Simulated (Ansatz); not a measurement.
Results of PBE0 (Ansatz, an electronic-structure program, PAW) for cubic perovskite KMgF₃.

Run with plane-wave cutoff 520 eV, 6×6×6 k mesh, scalar-relativistic PAW data made under PBE.

Computed at the level's own relaxed cell.

```
KMgF3
1.0
    4.00368     0.00000     0.00000
    0.00000     4.00368     0.00000
    0.00000     0.00000     4.00368
K Mg F
1 1 3
Direct
  0.00000   0.00000   0.00000
  0.50000   0.50000   0.50000
  0.50000   0.00000   0.50000
  0.00000   0.50000   0.50000
  0.50000   0.50000   0.00000
```

Give the elastic tensor (Voigt notation, GPa, ions relaxed, in the Cartesian axes of the cell as printed).


```
  135.4    41.7    41.7     0.0     0.0     0.0
   41.7   135.4    41.7     0.0     0.0     0.0
   41.7    41.7   135.4     0.0     0.0     0.0
    0.0     0.0     0.0    47.9     0.0     0.0
    0.0     0.0     0.0     0.0    47.9     0.0
    0.0     0.0     0.0     0.0     0.0    47.9
```

Measured, for comparison: elastic constant C11 138 ± 0.2 GPa (temperature not stated, no zero-point or thermal correction, our sources range from 132 to 138; as tabulated in Vaitheeswaran et al. (2007), arXiv:cond-mat/0703621); elastic constant C12 43.6 ± 0.2 GPa (temperature not stated, no zero-point or thermal correction, our sources range from 39.6 to 43.6; as tabulated in Vaitheeswaran et al. (2007), arXiv:cond-mat/0703621); elastic constant C44 49.8 ± 0.08 GPa (temperature not stated, no zero-point or thermal correction, our sources range from 48.5 to 49.8; as tabulated in Vaitheeswaran et al. (2007), arXiv:cond-mat/0703621). Computed (rounded) less measured: elastic constant C11 -2 % (inside the range of the sources held), elastic constant C12 -4 % (inside the range of the sources held), elastic constant C44 -4 % (-1 % to -4 % over the range).

The computed numbers hold no vibrational or temperature effects.
